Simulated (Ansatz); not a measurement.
Abridged Ansatz (a first-principles code) output:

```
Relaxation: its limit of steps is 60 (relax.max_steps)
Pseudopotential: Be, paw, valence charge 2
Pseudopotential: N, paw, valence charge 5
Crystal: 10 atoms, lattice volume = 67.683 Å³
Basis set: ecut = 420 eV, 1329 PW (Γ), exchange–correlation on 40×40×144 points (8 copies of the dense FFT grid, shifted against one another)
Bands: 26, of which v1, the nominal top of the filled ones, is band 16 counted from 1 (15 counted from 0)
Symmetry: 24 space group operations
k-points: 63 of 676
Functional: x = pbesol(κ = 0.804, μ = 0.12345679012345678), c = pbesol(β = 0.046)
SCF iter   1: F=—  HF=-2067.238072 eV  |F-HF|=—  |Δ(HF+E_count)|=         —  Δρ=8.77e-3  dr2=5.08e-2  ethr=1.77e-3  ⟨swp⟩=6.2  Hψ=8855  notcnv=0  defer=46
SCF iter   2: F=—  HF=-2067.221446 eV  |F-HF|=—  |Δ(HF+E_count)|=   1.66e-2  Δρ=1.64e-3  dr2=1.46e-3  ethr=1.59e-4  ⟨swp⟩=2.6  Hψ=3251  notcnv=0  defer=257
SCF 1 converged in 6 iterations: F = -2067.220798 eV  dr2 = 1.07e-9
relax step   1: F+E_penalty+E_count = -2067.22079786 eV  Δ(F+E_penalty+E_count) = +0.000e0 eV  max|allowed force component| = 2.528e-4 eV/Å  Δτ_max = 0.0000 Å  P = +0.000 GPa  Ω = 67.683 Å³  (6 SCF iters, dr2 threshold 1.00e-7 eV, accepted)
[... steps on the carried basis left out ...]
relax step   6: F+E_penalty+E_count = -2067.21972670 eV  Δ(F+E_penalty+E_count) = -4.913e-5 eV  max|allowed force component| = 8.236e-5 eV/Å  Δτ_max = 0.0000 Å  P = -0.999 GPa  Ω = 67.998 Å³  stress off target by 3.45e-3 GPa  SCF on the basis re-selected at this cell (its energy is not comparable with the rows above)  (9 SCF iters)
SCF converged after 9 iterations
Free energy (F): -2067.219727 eV
Internal energy: -2067.219727 eV  (E = F + TS)
E sigma→0 (E₀):  -2067.219727 eV
Fermi energy:    9.559702 eV
--- Forces (eV/Å), atoms counted from 1 ---
  atom   1  Be     0.00000000    -0.00000000     0.00008236
  atom   2  Be    -0.00000000     0.00000000    -0.00008236
  atom   3  Be    -0.00000000     0.00000000     0.00008236
[...]
  atom   7  N      0.00000000    -0.00000000    -0.00000000
  atom   8  N     -0.00000000    -0.00000000     0.00000000
  atom   9  N      0.00000000     0.00000000    -0.00000000
  atom  10  N     -0.00000000    -0.00000000     0.00000000
--- Stress (GPa, compression-positive) ---
       -1.000813      -0.000000       0.000000
       -0.000000      -1.000813       0.000000
        0.000000       0.000000      -0.996554
  P = ⅓ Tr σ = -0.9994 GPa (-9.994 kbar)
--- Relaxed structure (4 steps of the walk, 4 accepted, 2 SCFs on fresh bases) ---
  cell:  # Å, volume = 67.9984 Å³
    - [2.841180760389031, -2.8908930938310098e-11, 1.6859679647342207e-19]
    - [-1.4205903801694795, 2.4605347152549433, -8.429839823522505e-20]
    - [5.769958533310628e-19, 1.3765767989982845e-33, 9.72680621728037]
  atoms:
    - { symbol: Be, position: [0.3333333333333332, 0.6666666666666665, 0.07828003808352867] }
    - { symbol: Be, position: [0.6666666666666665, 0.33333333333333326, 0.9217199619164711] }
    - { symbol: Be, position: [0.6666666666666665, 0.33333333333333326, 0.5782800380835287] }
    - { symbol: Be, position: [0.3333333333333332, 0.6666666666666665, 0.42171996191647126] }
    - { symbol: Be, position: [5.868067799304859e-33, 1.8750380899618742e-33, 0.25] }
    - { symbol: Be, position: [-3.851859888774472e-33, -1.012148239128814e-33, 0.75] }
    - { symbol: N, position: [-2.7365971822675797e-34, -3.1974608779368987e-34, -1.395792459578529e-22] }
    - { symbol: N, position: [-2.7685242950566515e-34, -2.642232737749412e-34, 0.5] }
    - { symbol: N, position: [0.3333333333333332, 0.6666666666666665, 0.25] }
    - { symbol: N, position: [0.6666666666666665, 0.33333333333333326, 0.75] }
```

Question: What was computed, and what are the main results?

Answer: Be3N2, 10 atoms in the cell, with Kohn–Sham DFT with the PBEsol functional, run in Ansatz with PAW and 420 eV plane waves, without spin-orbit coupling, from a series relaxed to a target (pressure −1 GPa). The last SCF converged to F = -2067.219727 eV, or -206.7220 eV per atom, at a pressure of -1.00 GPa. The total energy compares only with runs of the same code, potentials and settings.

Load acts through the strain it causes; cell and atoms are relaxed under it. Whether these cells are dynamically stable was not tested. The cell was made from Be₃N₂ (space group P6_3/mmc, No. 194; a cell from a computed database, its experimental status unchecked) by this change: pressure −1 GPa.

Keys are those of Ansatz 0.2.
